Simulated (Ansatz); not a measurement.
## Pressure series in SiC

Take SiC in the zinc blende structure (space group F-43m, No. 216; a = 4.380 Å) as the base.

Cell and atoms are relaxed at each pressure.

All numbers come from DFT with PBE, PAW potentials and a 420 eV plane-wave cutoff in Ansatz (a first-principles code), no SOC.

```tsv
case	smallest direct gap	shortest interatomic distance
base	4.53 eV	1.896 Å
pressure −2 GPa	4.52 eV	1.902 Å
pressure −1 GPa	4.53 eV	1.899 Å
pressure 0.9 GPa	4.53 eV	1.894 Å
pressure 2.1 GPa	4.54 eV	1.890 Å
pressure 4.5 GPa	4.55 eV	1.884 Å
pressure 9 GPa	4.57 eV	1.872 Å
pressure 15 GPa	4.59 eV	1.857 Å
pressure 22.5 GPa	4.62 eV	1.841 Å
pressure 30 GPa	4.64 eV	1.826 Å
```

Load acts through the strain it causes; cell and atoms are relaxed under it. Stability against distortions was not tested. No other phases were tried under pressure.
